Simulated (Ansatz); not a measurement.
Start from C in the diamond structure (space group Fd-3m, No. 227; a = 3.532 Å).

The values are results of LDA (Ansatz, an electronic-structure program, PAW, spin-orbit coupling left out), not measurements.

Before the change:

The band gap comes out as 4.17 eV and the width of the top valence band is 8.62 eV. The smallest direct gap comes out as 5.62 eV and the hole mass is 0.29, 0.29, 0.55 mₑ (at Γ).

Perturbation: an isotropic linear strain of −2.50 %; the atoms relax in the strained cell.

Q: How does this affect the energy relative to the base, band gap, width of the top valence band, smallest direct gap and hole mass?

A: The energy goes up by 48 meV/atom; the band gap grows by 0.194 eV to 4.37 eV; the width of the top valence band increases by 0.69 eV, from 8.62 eV to 9.31 eV; the smallest direct gap rises by 0.22 eV to 5.84 eV; the hole mass (degenerate bands, along [100]) goes from 0.29, 0.29, 0.55 mₑ (at Γ) to 0.28, 0.28, 0.58 mₑ (at Γ).

Effective masses come from finite differences of ±0.01 Å⁻¹. Whether these cells are dynamically stable was not tested.
